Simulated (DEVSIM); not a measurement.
System: Schottky contact on p-type GaAs, at 300 K.

Layer 1 from the left is GaAs, thickness (μm) 3.30, Na (cm⁻³) 2.8e15, τn (s) 7.8e-10, τp (s) 7.8e-10.

Left contact: Schottky, work function 4.494 eV, emission velocity 4.1e6 cm/s. Right contact: ohmic. Voltage is applied to the left contact. Recombination: SRH at mid-gap, Auger. Mobility is μmin + (μ − μmin)/(1 + (N/Nref)^α).

The device is made up for the run: typed textbook-type constants, with dimensions and the other settings drawn at random. Values at 300 K.

GaAs: gap (eV) 1.424, affinity (eV) 4.07, permittivity 12.9, Nc (cm⁻³) 4.7e17, Nv (cm⁻³) 9e18, μn (cm²/Vs) 8500, μp (cm²/Vs) 400, μn,min 500, μp,min 20, Nref,n 6e16, Nref,p 1.5e17, αn 0.39, αp 0.38, Cn (cm⁶/s) 1e-30, Cp (cm⁶/s) 1e-30.

Model (solved in DEVSIM): 1D drift-diffusion, Boltzmann statistics, complete ionisation; no tunnelling, impact ionisation, image-force lowering or self-heating. Metal contacts follow the ideal Schottky-Mott rule: no Fermi-level pinning, no interface dipoles.

Dark forward current:

```csv
|V| (V),|J| (A/cm²)
0.05,2.114e-9
0.10,8.937e-9
0.15,3.733e-8
0.20,1.829e-7
0.25,1.043e-6
0.30,6.521e-6
0.35,4.255e-5
0.40,0.0002819
0.45,0.001872
0.50,0.01235
0.55,0.08003
0.60,0.4928
0.65,2.561
0.70,9.038
0.75,20.78
0.80,36.11
0.85,53.55
0.90,72.28
0.95,91.83
1.00,112.0
1.05,132.5
1.10,153.4
1.15,174.5
1.20,195.8
1.25,217.3
1.30,238.9
```

Problem. Work out the local ideality factor n = ΔV / (kT/q · ln(J2/J1)) between the rows 0.15 and 0.20 V, 0.40 and 0.45 V, 1.25 and 1.30 V.

Solution. kT/q = 25.85 mV. From 0.15 to 0.20 V: ln(1.829e-7/3.733e-8) = 1.589, n = 1.22. From 0.40 to 0.45 V: ln(0.001872/0.0002819) = 1.893, n = 1.02, near the 1 of diffusion or emission over a barrier. From 1.25 to 1.30 V: ln(238.9/217.3) = 0.095, n = 20.41; the layers' resistance at their doping, Σ W/(qμN) = 0.0022 Ω cm², would take 48 mV of this step of 50 mV.

Problem. Estimate the current at 0.40 V for emission alone, J0 = q v N_band exp(−φB/kT), and read the barrier back from the simulated current.

Solution. φB = 1.000 eV, N_band = 9.00e18 cm⁻³, J0 = 9.36e-11 A/cm²; J = J0 (exp(qV/kT) − 1) = 0.000491 A/cm². The simulation gives 0.000282 A/cm²; the estimate lies 74 % above. Read backwards, the simulated current gives an apparent barrier of 1.014 eV. The estimate leaves out transport through the depletion region and minority injection.
